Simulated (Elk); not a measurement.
Worked example: self-consistent single point of GaAg (Pm-3m, 2 atoms in the cell) in Elk.

Method: PBEsol, spin-orbit coupling in second variation, all-electron FP-LAPW, Elk's shipped species files, APW+lo basis with extra local orbitals (Elk 10.2.4).

```xyz
2
Lattice="3.3172 0.0000 0.0000 0.0000 3.3172 0.0000 0.0000 0.0000 3.3172" Properties=species:S:1:pos:R:3 pbc="T T T"
Ga     1.6586     1.6586     1.6586
Ag     0.0000     0.0000     0.0000
```

Reference input (self-consistent single point, DFT, PBEsol, all-electron FP-LAPW, Elk's shipped species files, APW+lo basis with extra local orbitals): xctype = 22; rgkmax = 8; stype = 0; swidth = 0.00999582 Ha; ngridk = 13 13 13; tforce = true; gmaxvr = 18 1/bohr; lmaxapw = 10; lmaxo = 8; nxlo = 2; lorbcnd = true; lradstp = 2. This run's input differs from it in these lines:

```diff
@@ -5,2 +5,5 @@
   22
+
+spinorb
+  .true.
 
@@ -36,2 +39,5 @@
 
+nempty
+  10
+
 stype
```

Output (repeated stretches shortened):

```
│ Self-consistent loop started │
│ Loop number : 1 │
 total energy                :     -7252.16459812
 total moment                :  -0.6161069180E-23 -0.1890598517E-23  0.2939612953E-23
│ Loop number : 2 │
 total energy                :     -7252.59520794
 total moment                :  -0.8630309840E-23  0.2186388605E-23  0.2087549481E-23
RMS change in Kohn-Sham potential (target) :   0.8788134350E-01 (  0.1000000000E-05)
Absolute change in total energy (target)   :   0.4306098231     (  0.1000000000E-03)
│ Loop number : 3 │
 total energy                :     -7253.38934294
   [... lines left out ...]
 total energy                :     -7257.47684431
 total moment                :   0.3373867022E-23 -0.1015164671E-23  0.3422319385E-24
RMS change in Kohn-Sham potential (target) :   0.9304351413E-06 (  0.1000000000E-05)
Absolute change in total energy (target)   :   0.5910268646E-03 (  0.1000000000E-03)
│ Loop number : 14 │
 total energy                :     -7257.47694006
 total moment                :  -0.1327030488E-23 -0.1781693663E-23 -0.1719842581E-23
RMS change in Kohn-Sham potential (target) :   0.1648796328E-06 (  0.1000000000E-05)
Absolute change in total energy (target)   :   0.5201451495E-04 (  0.1000000000E-03)
Convergence targets achieved

│ Loop number : 15 │

Energies :
 Fermi                       :     0.244177970576
 xc effective B-field        :    -0.536683576889E-11
 external B-field            :      0.00000000000
 total energy                :     -7257.47698014
 (external B-field energy excluded from total)

Density of states at Fermi energy :    21.21280480
 (states/Hartree/unit cell)

Estimated indirect band gap :   0.1855647376E-02
 from k-point     15 to k-point     59
Estimated direct band gap   :   0.6964916789E-02
 at k-point     59

Charges :
 core                        :    46.00000000
 valence                     :    32.00000000
 interstitial                :    2.512899571
 muffin-tins (core leakage)
  species :    1 (Ga)
   atom    1                 :    29.54747954     (  0.7527247173E-03)
  species :    2 (Ag)
   [... lines left out ...]
 total moment                :   0.1378587691E-23 -0.1623456607E-23  0.3945334773E-23
   [... lines left out ...]
   total force               :     0.00000000    0.00000000    0.00000000
   total magnitude           :     0.00000000
 species :    2 (Ag)
  atom :    1
   Hellmann-Feynman          :     0.00000000    0.00000000    0.00000000
   IBS                       :    -0.00000000   -0.00000000    0.00000000
   total force               :    -0.00000000   -0.00000000    0.00000000
   total magnitude           :     0.00000000
```

The run converged in 15 iterations. The count includes the last loop, which Elk runs after its targets are met. 

The starting cell comes from a database of computed structures (which also holds hypothetical and non-ambient phases and stackings), without a prior relaxation at this level. Values depend on the basis (sphere radii, cutoffs, local orbitals), which need not be converged. The log's line on a gap gives a spacing of levels on this mesh, which the program prints for metals too.

Cost on one core of a shared machine: roughly 8 min.
